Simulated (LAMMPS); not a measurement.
Molecular dynamics of Ni (fcc), 256 atoms, at 200 K and 0 GPa, heated as the crystal.

Computed with MD with a machine-learned potential, pair style snap, file Ni_Zuo_JPCA2020.snap (LAMMPS).

```
Property                                              Value
-------------------  --------------------------------------
state found             crystal; no diffusion seen in 15 ps
density                               8.8690 ± 0.0003 g/cm³
volume per atom                    10.9892 ± 0.0003 Å³/atom
enthalpy per atom                  -5.7289 ± 0.0002 eV/atom
first peak of g(r)                      2.49 Å, height 10.6
coordination number                12.0 (counted to 3.02 Å)
cost                 about 29 core-minutes (a rough figure)
```

Potential: file Ni_Zuo_JPCA2020.snap of the LAMMPS distribution; its header cites Y. Zuo, C. Chen, X, Li, Z. Deng, Y. Chen, J. Behler, G. Csányi, A. V. Shapeev, A. P. Thompson, M. A. Wood, S. P. Ong, "Performance and Cost Assessment of Machine Learning Interatomic Potentials" J. Phys. Chem. A 124, 4, 731-745 (2020).

States go by the mean squared displacement: a species diffuses where it passes 1.5 Å², still rises and gives D over 1e-6 cm²/s; a crystal has left its structure where atoms lie 0.35 Å off their sites on average or a cubic box changes its shape by 3 %, or the axial ratios of another lie 8 % off the starting cell's, which the potential's own relaxation can also do.

Errors shown are sampling errors alone.

```
r (Å)   g(r)
-----  -----
2.220  0.000
2.260  0.004
2.300  0.050
2.340  0.449
2.380   1.92
2.420   5.38
2.460   9.70
2.500   10.6
2.540   8.11
2.580   4.01
2.620   1.43
2.660  0.388
2.700  0.067
2.740  0.006
2.780  0.003
2.820  0.000
2.860  0.000
2.900  0.000
2.940  0.000
2.980  0.000
3.020  0.000
3.060  0.000
3.100  0.000
3.140  0.000
3.180  0.000
3.220  0.000
3.260  0.003
3.300  0.015
3.340  0.098
3.380  0.298
3.420  0.779
3.460   1.45
3.500   2.15
3.540   2.31
3.580   1.80
3.620   1.03
3.660  0.435
3.700  0.126
3.740  0.037
3.780  0.006
3.820  0.000
3.860  0.000
3.900  0.000
3.940  0.000
3.980  0.000
4.020  0.001
4.060  0.006
4.100  0.043
4.140  0.226
4.180  0.838
4.220   2.21
4.260   4.40
4.300   6.08
4.340   6.26
4.380   4.45
4.420   2.36
4.460  0.903
4.500  0.256
4.540  0.047
4.580  0.011
4.620  0.001
4.660  0.000
4.700  0.001
4.740  0.004
4.780  0.023
4.820  0.123
4.860  0.449
4.900   1.03
4.940   1.81
4.980   2.45
5.020   2.19
5.060   1.43
5.100  0.689
5.140  0.237
5.180  0.073
5.220  0.015
5.260  0.001
5.300  0.002
5.340  0.019
5.380  0.092
5.420  0.362
5.460  0.987
5.500   2.03
5.540   3.12
5.580   3.70
5.620   3.18
5.660   1.99
5.700  0.932
5.740  0.338
5.780  0.089
5.820  0.014
5.860  0.003
5.900  0.013
5.940  0.055
5.980  0.188
6.020  0.472
6.060  0.782
6.100   1.04
6.140  0.972
6.180  0.685
6.220  0.316
6.260  0.118
```
